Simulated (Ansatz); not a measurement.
Te (model structure, from the diamond type, Fd-3m, No. 227), treated with HSE06 in Ansatz (plane waves, PAW).

Input file:

Ansatz 0.2 input:
```yaml
crystal:
  lattice:
    - [0.0, 3.5292959652, 3.5292959652]
    - [3.5292959652, 0.0, 3.5292959652]
    - [3.5292959652, 3.5292959652, 0.0]
  atoms:
    - { symbol: Te, position: [0.25, 0.25, 0.25] }
    - { symbol: Te, position: [0.0, 0.0, 0.0] }
basis:
  ecutwfc: 460
  ecutrho_ratio: 4
  xc_grid: 2
kpoints:
  mp_grid: { grid: [6, 6, 6] }
hamiltonian:
  xc: hse06
  dispersion: none
  pseudopotentials: { kind: paw }
scf:
  occupations: { method: fermi_dirac, width: 0.05 }
  convergence: { dr2_threshold: 0.0000000002 }
output:
  forces: true
  stress: true
  eigenvalues: true
```

Task: How many irreducible k-points, plane waves at Γ does the program set up, and what pressure does the run end with?

Result: 16 irreducible k-points, 1989 plane waves at Γ; P = 0.53 GPa, so the cell is compressed and would expand at this level.

From the output:

```
WARN output.stress: scf.exx.energy_threshold = 1e-6 eV is looser than the 2e-8 eV advised for a stress under a hybrid functional (1e-8 eV for each atom of the …
Crystal: 2 atoms, lattice volume = 87.921 Å³
Basis set: ecut = 460 eV, 1989 PW (Γ), exchange–correlation on 72×72×72 points (8 copies of the dense FFT grid, shifted against one another)
Bands: 20, of which v1, the nominal top of the filled ones, is band 16 counted from 1 (15 counted from 0)
Symmetry: 48 space group operations
Space group: Fd-3m (ITA 227), of the structure as read, at distance tolerance 4.4e-5 Å
k-points: 16 of 216
SCF iter   1: F=—  HF=-13959.062817 eV  |F-HF|=—  |Δ(HF+E_count)|=         —  Δρ=1.15e-3  dr2=7.98e-4
SCF iter   2: F=—  HF=-13959.064191 eV  |F-HF|=—  |Δ(HF+E_count)|=   1.37e-3  Δρ=7.33e-4  dr2=3.40e-4
  ...
SCF 1 converged in 7 iterations: F = -13959.064747 eV  dr2 = 3.24e-11
Crystal: 2 atoms, lattice volume = 87.921 Å³
Initial density: handed on by an earlier stage of this run
Crystal: 2 atoms, lattice volume = 87.921 Å³
SCF iter   4: F=—  HF=-13967.454583 eV  |F-HF|=—  |Δ(HF+E_count)|=   1.87e-8  Δρ=1.88e-6  dr2=1.24e-9
SCF iter   5: F=-13967.454583 eV  HF=-13967.454583 eV  |F-HF|=3.09e-11  |Δ(HF+E_count)|=   1.43e-9  Δρ=4.10e-7  dr2=4.57e-11
SCF 3 converged in 5 iterations: F = -13967.454583 eV  dr2 = 4.57e-11
Free energy (F): -13967.454583 eV
Internal energy: -13967.440226 eV  (E = F + TS)
E sigma→0 (E₀):  -13967.447404 eV
Fermi energy:    5.795819 eV
--- Forces (eV/Å), atoms counted from 1 ---
  atom   1  Te     0.00000000     0.00000000     0.00000000
  atom   2  Te     0.00000000    -0.00000000    -0.00000000
--- Stress (GPa, compression-positive) ---
        0.531374       0.000000      -0.000000
        0.000000       0.531374      -0.000000
        0.000000      -0.000000       0.531374
  P = ⅓ Tr σ = 0.5314 GPa (5.314 kbar)
```

The PAW data were made under PBE.

Note: PBE has no gap here, and a hybrid on a coarse mesh can open a false one. Note: the cell keeps the symmetry of its start, so it can be a saddle point. Note: cell and atoms aren't relaxed at this level (pressure 0.5 GPa).

A model structure was made by putting elements into a prototype or built by hand; it is no filed structure, need not be a known phase, and can be a saddle point held by its symmetry.

Ansatz is a program for electronic structure.
